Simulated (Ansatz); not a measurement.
Report: zincblende InP (F-43m), biaxial stress in the (001) plane

Cell and atoms are relaxed with PBEsol to each stress (compression positive); bands and masses by PBEsol with spin-orbit coupling, rigid bands (plane waves, PAW; Ansatz, a quantum-chemistry and plane-wave program). Strains are changes of length against the unloaded cell.

```cif
data_InP
_chemical_formula_sum 'In1 P1'
_space_group_name_H-M_alt 'P 1'
_space_group_IT_number 1
_cell_length_a 4.15659
_cell_length_b 4.15659
_cell_length_c 4.15659
_cell_angle_alpha 60.000
_cell_angle_beta 60.000
_cell_angle_gamma 60.000
loop_
_space_group_symop_operation_xyz
  'x, y, z'
loop_
_atom_site_label
_atom_site_type_symbol
_atom_site_fract_x
_atom_site_fract_y
_atom_site_fract_z
_atom_site_occupancy
In1 In 0.00000 0.00000 0.00000 1
P1 P 0.25000 0.25000 0.25000 1
```

```json
[
 {"stress (GPa)": "-2.00", "strain [001] (%)": "-2.78", "strain [100] (%)": "2.43", "gap (eV)": "0.300", "mₑ* [001]": "-", "mₑ* [100]": "-", "mₕ* [001]": "0.132", "mₕ* [100]": "0.45"},
 {"stress (GPa)": "-1.00", "strain [001] (%)": "-1.31", "strain [100] (%)": "1.16", "gap (eV)": "0.431", "mₑ* [001]": "0.048", "mₑ* [100]": "0.055", "mₕ* [001]": "0.29", "mₕ* [100]": "0.48"},
 {"stress (GPa)": "0", "strain [001] (%)": "0", "strain [100] (%)": "0", "gap (eV)": "0.542", "mₑ* [001]": "0.056", "mₑ* [100]": "0.056", "mₕ* [001]": "0.56", "mₕ* [100]": "0.56"},
 {"stress (GPa)": "1.00", "strain [001] (%)": "1.19", "strain [100] (%)": "-1.09", "gap (eV)": "0.558", "mₑ* [001]": "0.064", "mₑ* [100]": "0.058", "mₕ* [001]": "0.58", "mₕ* [100]": "0.43"},
 {"stress (GPa)": "2.00", "strain [001] (%)": "2.29", "strain [100] (%)": "-2.10", "gap (eV)": "0.566", "mₑ* [001]": "0.071", "mₑ* [100]": "0.059", "mₕ* [001]": "0.52", "mₕ* [100]": "0.37"}
]
```

[001] is the normal of the loaded plane; [010] strains as [100]. Masses are conductivity masses at 300 K in electron masses.

**Question.** From the two loads next to zero, find the biaxial modulus and the ratio of out-of-plane to in-plane strain.

**Answer.** Between -1.00 and 1.00 GPa the strain along [100] changes by -2.25 % and that along [001] by 2.50 %. The modulus is 2.00/0.0225 = 89 GPa and the ratio of the strains 1.11 (PBEsol, atoms relaxed). For a cubic (001) plane the ratio is 2C₁₂/C₁₁ and the modulus C₁₁ + C₁₂ − 2C₁₂²/C₁₁, which gives C₁₁ ≈ 95 GPa and C₁₂ ≈ 53 GPa.

**Question.** Is the response still linear at the largest tension?

**Answer.** The modulus predicts 2.25 % at -2.00 GPa; the table has 2.43 %, so the crystal is softer there.

**Question.** How fast does the gap move on either side of zero load?

**Answer.** Under tension, (0.431 − 0.542) eV over -1.00 GPa = 111 meV/GPa, or about -9.6 eV per unit strain; under compression, (0.566 − 0.542) eV over 2.00 GPa = 12 meV/GPa, or about -1.1 eV per unit strain. The two slopes part by 99 meV/GPa; gaps are resolved to about 0.01 eV, which allows 15 meV/GPa, so they differ.

**Question.** Take the carrier density and the relaxation time as fixed, so that ρ ∝ m*. What gauge factor (Δρ/ρ)/ε follows for current along [100] at the loads next to zero?

**Answer.** holes at -1.00 GPa: (0.48/0.56 − 1)/0.0116 ≈ -12; holes at 1.00 GPa: (0.43/0.56 − 1)/-0.0109 ≈ 21. These are means over a finite load; the small-strain gauge factor differs, most where the load has already emptied the upper valleys or bands. Carriers and loads whose mass moves by under 12 % aren't resolved and aren't listed. The change of shape, which adds a term of order 1 to 2, and that of the scattering between valleys or bands are left out.

Masses are those of dilute carriers in rigid bands with one relaxation time, without polarons. Third decimals of gaps are kept for the arithmetic. Every relaxation keeps the zincblende phase (space group I-4m2 under this load), so a transition, a distortion that breaks the symmetry or fracture can't show.
